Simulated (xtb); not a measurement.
xtb 6.7.1, GFN2-xTB: [CH]1C2C=CC1C=C2, charge 0, multiplicity 2, 14 atoms. The geometry is a generated start, not checked to be a minimum at this level.

```
Item                      Result
-----------------  -------------
run flags                 --grad
method                  GFN2-xTB
--acc                1 (default)
--etemp (K)        300 (default)
basis functions               35
valence electrons             35
```

```xyz
14

C     -0.8935     0.1967     0.9987
C      0.4657    -0.4571     0.9702
C      0.1735    -1.3874    -0.2080
C     -0.6168    -0.7240    -1.0467
C     -0.8608     0.6600    -0.4378
C      0.4908     1.3540    -0.4403
C      1.2780     0.6936     0.3955
H     -1.7592    -0.2638     1.4498
H      0.8492    -0.9274     1.8698
H      0.5666    -2.3825    -0.2942
H     -1.0222    -1.0406    -1.9887
H     -1.7017     1.2132    -0.8391
H      0.7197     2.2026    -1.0558
H      2.3109     0.8628     0.6266
```

Charge 0 and multiplicity 2 are set for this test and not shown to be the ground state. GFN-xTB has no spin term: --uhf 1 sets the occupations alone.

One run each on 1 thread. Values of broydamp tried: 0.02, 0.05, 0.1, 0.2, 0.4 (default), 0.6, 0.8, 1.

Question: Which value of broydamp needs the fewest SCC iterations, and what happens away from it?

Answer: Fewest SCC iterations, within one of each other: 0.2 with 10, 0.4 (default) with 10, 0.6 with 11. The count rises to 15 at 0.02. All converge to one solution.

| broydamp | SCC iterations | end |
|---|---|---|
| 0.02 | 15 | same solution |
| 0.05 | 14 | same solution |
| 0.1 | 12 | same solution |
| 0.2 | 10 | same solution |
| 0.4 (default) | 10 | same solution |
| 0.6 | 11 | same solution |
| 0.8 | 12 | same solution |
| 1 | 12 | same solution |
